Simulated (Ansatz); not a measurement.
## B20 (FeSi-type) FeGe

Level of theory: LDA (Ansatz, a first-principles code, PAW).

Run with plane-wave cutoff 520 eV, 12×12×12 k mesh, Fermi–Dirac smearing 0.05 eV, spin-polarised with parallel moments, scalar-relativistic PAW data made under PBE.

Cell (measured lattice):

```
FeGe
1.0
    4.68900     0.00000     0.00000
    0.00000     4.68900     0.00000
    0.00000     0.00000     4.68900
Fe Ge
4 4
Direct
  0.86765   0.63235   0.36765
  0.36765   0.86765   0.63235
  0.13235   0.13235   0.13235
  0.63235   0.36765   0.86765
  0.15916   0.34084   0.65916
  0.65916   0.15916   0.34084
  0.84084   0.84084   0.84084
  0.34084   0.65916   0.15916
```
Starting moments (μB, in the order of the record's atoms Fe Fe Fe Fe Ge Ge Ge Ge): 1.2 1.2 1.2 1.2 0.0 0.0 0.0 0.0.

```yaml
band_gap: zero (no gap)
magnetic moment (largest site, within a sphere): 1.10 μB
```

Note: the collinear magnetic order is the start's and need not be the measured one; cell and atoms aren't relaxed at this level (largest force component 0.07 eV/Å, pressure -14.6 GPa).

Moments are spin moments.

Spin–orbit coupling is not included.

Computed values are for the static lattice.
